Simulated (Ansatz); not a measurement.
Checking a run of Ansatz (a program for electronic structure) on AuAl2 (Fm-3m, 3 atoms in the cell). The aim is a self-consistent single point with DFT, PBE, plane waves, default PAW files.

Cell that was meant: a = 4.2316 Å, b = 4.2316 Å, c = 4.2316 Å, α = 60.00°, β = 60.00°, γ = 60.00°.

Part of the input:

Ansatz 0.2 input:
```yaml
  pseudopotentials: { kind: paw }
scf:
  occupations: { method: fermi_dirac, width: 0.01 Ry }
  max_iter: 40
  convergence: { dr2_threshold: 1.0e-22 eV }
output:
  forces: true
  eigenvalues: true
```

The program printed (abridged):

```
WARN basis.ecutwfc = 420 eV, the default
WARN ansatz: RAYON_NUM_THREADS=1 ignored (pool sized by the plan → 1); use --threads N
   [... lines left out ...]
Symmetry: 48 space group operations
Space group: Fm-3m (ITA 225), of the structure as read, at distance tolerance 3.8e-5 Å
k-points: 47 of 1000
Initial density: superposition of atomic densities (neutral atoms: chi_scale 0, normalization atom), corrected by the library's trained network
Initial wavefunctions: pseudopotential atomic-orbital guess
Eigensolver: davidson
Functional: x = pbe(κ = 0.804, μ = 0.2195149727645171), c = pbe(β = 0.06672455060314922)
SCF iter   1: F=—  HF=-14225.633844 eV  |F-HF|=—  |Δ(HF+E_count)|=         —  Δρ=2.27e-3  dr2=2.36e-3  ethr=1.77e-3  ⟨swp⟩=5.2  Hψ=3983  notcnv=0
all-band conjugate gradients solve this SCF's bands
preconditioner: auto → Kerker (q_TF=auto, 2.403 Å⁻¹)
SCF iter   2: F=—  HF=-14225.634352 eV  |F-HF|=—  |Δ(HF+E_count)|=   5.08e-4  Δρ=1.16e-3  dr2=7.25e-4  ethr=9.43e-6  ⟨swp⟩=2.2  Hψ=1507  notcnv=0
   [... lines left out ...]
SCF iter  14: F=—  HF=-14225.634808 eV  |F-HF|=—  |Δ(HF+E_count)|=  3.64e-12  Δρ=4.97e-12  dr2=1.74e-20  ethr=9.19e-19 (applied; sched 1.00e-12)  ⟨swp⟩=1.0  Hψ=799  notcnv=0
SCF iter  15: F=—  HF=-14225.634808 eV  |F-HF|=—  |Δ(HF+E_count)|=  1.82e-12  Δρ=9.71e-13  dr2=4.20e-22  ethr=9.19e-19 (applied; sched 1.00e-12)  ⟨swp⟩=1.0  Hψ=799  notcnv=0
SCF iter  16: F=-14225.634808 eV  HF=-14225.634808 eV  |F-HF|=5.46e-12  |Δ(HF+E_count)|=  7.28e-12  Δρ=1.75e-13  dr2=1.43e-23  ethr=1.00e-12  ⟨swp⟩=1.0  Hψ=987  notcnv=0
SCF 1 converged in 16 iterations: F = -14225.634808 eV  dr2 = 1.43e-23
Free energy (F): -14225.634808 eV
Internal energy: -14225.581831 eV  (E = F + TS)
E sigma→0 (E₀):  -14225.608320 eV
Entropy (-TS):   -0.052977 eV (-17.659 meV/atom)
Fermi energy:    11.396019 eV
--- Forces (eV/Å), atoms counted from 1 ---
  atom   1  Al     0.00000000     0.00000000     0.00000000
   [... zero for the other atoms too ...]
--- Stress (GPa, compression-positive) ---
        4.444035       0.000000       0.000000
        0.000000       4.444035       0.000000
        0.000000      -0.000000       4.444035
  P = ⅓ Tr σ = 4.4440 GPa (44.440 kbar)
  The stress holds the Pulay correction. Without it, at fixed plane waves, as pw.x and ABINIT print it: P = 4.3902 GPa
```

Question: Is anything amiss in this input, and did it matter?

Answer: The results can be used. The input holds a threshold far tighter than needed, beside a limit on iterations, which can do harm: each further decade of the residual costs iterations, and near the noise of double precision and of the grids the loop may never get there. Here it did none. The run converged in 16 iterations, and against the sound input the free energy is nearly the same (within 1 meV/atom) and the pressure stays at 4.44 GPa. It cost iterations: the sound input took 6.

An input that runs soundly differs in these lines (not the only fix; some lines may just follow from the change or write a value another way):
```diff
-  max_iter: 40
-  convergence: { dr2_threshold: 1.0e-22 eV }
```

With that input, the run converged in 6 iterations: free energy E − TS (on the zero of these files) -14225.6348 eV; Fermi level (on the code's own zero) 11.40 eV; pressure 4.44 GPa (DFT, PBE, plane waves, default PAW files).

On the sound input: the starting cell has typed, rounded lattice constants, without a prior relaxation at this level. Its lattice was rescaled by a random factor within 2.5 % of one. With a pressure of about 4 GPa the cell is away from its equilibrium volume at this level. Ansatz's pressure includes its estimate of the finite-basis (Pulay) stress.
